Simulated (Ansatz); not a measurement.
**Effective masses and thermopower of BP (F-43m)**

Data:

```xyz
2
Lattice="0.0000 2.2601 2.2601 2.2601 0.0000 2.2601 2.2601 2.2601 0.0000" Properties=species:S:1:pos:R:3 pbc="T T T"
B      0.0000     0.0000     0.0000
P      1.1301     1.1301     1.1301
```

Calculation: HSE06 with spin-orbit coupling, rigid bands (plane waves, PAW; Ansatz, a first-principles code). Geometry: cell and atoms relaxed with PBEsol.

```json
{
  "band_gap": "1.93 eV",
  "electron conductivity mass (300 K, dilute)": "0.32 mₑ",
  "hole conductivity mass (300 K, dilute)": "0.41 mₑ",
  "effective density of states N_c (300 K)": "3.8e19 cm⁻³",
  "effective density of states N_v (300 K)": "2.2e19 cm⁻³",
  "density_of_states_mass_electrons": "1.33 mₑ",
  "density_of_states_mass_holes": "0.92 mₑ",
  "Seebeck coefficient, n-type 1e19 cm⁻³, 300 K": "-331 μV/K",
  "best n-type power factor at 300 K for τ = 10 fs (best axis; densities from 1e16 to 1e21 cm⁻³ tried, whether or not they can be reached)": "19.6 μW/(cm·K²) at 1e20 cm⁻³",
  "Seebeck coefficient, p-type 1e19 cm⁻³, 300 K": "317 μV/K",
  "best p-type power factor at 300 K for τ = 10 fs (best axis; densities from 1e16 to 1e21 cm⁻³ tried, whether or not they can be reached)": "14.3 μW/(cm·K²) at 1e20 cm⁻³"
}
```

Rigid bands; masses and Seebeck coefficients take one relaxation time τ for all states and one kind of carrier; polarons and phonon drag are left out. Geometry: cell and atoms relaxed with PBEsol.
